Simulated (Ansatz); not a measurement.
The structure below was relaxed with plane-wave PAW DFT at the PBEsol level (Ansatz, a program for electronic structure, 420 eV), no spin-orbit coupling.

```
CaC
1.0
    0.00000     2.57653     2.57653
    2.57653     0.00000     2.57653
    2.57653     2.57653     0.00000
C Ca
1 1
Direct
  0.00000   0.00000   0.00000
  0.50000   0.50000   0.50000
```

**Question.** Find the space group and the Wyckoff positions.

**Answer.** Space group Fm-3m (No. 225); a = 5.1531 Å, b = 5.1531 Å, c = 5.1531 Å, α = 90.00°, β = 90.00°, γ = 90.00°

```
atom  site  symmetry       x       y       z
----  ----  --------  ------  ------  ------
C       4a      m-3m  0.0000  0.0000  0.0000
Ca      4b      m-3m  0.5000  0.5000  0.5000
```

**Question.** Describe the coordination.

**Answer.** The crystal has 8 atoms in its conventional cell. Conventional cell: a = b = c = 5.1531 Å, α = β = γ = 90.00°. C is coordinated by 6 Ca at 2.577 Å (octahedral). Ca is coordinated by 6 C at 2.577 Å (octahedral). (Neighbours: up to the widest gap in distance over summed covalent radii, below 1.35, at either atom; cation-cation and far metal-metal contacts left out.)

No phonon test of stability was made. All final runs are without spin polarisation. The cell was made from CaSe by this change: Se → C; the result is a hypothetical phase, not in the database extracts checked.
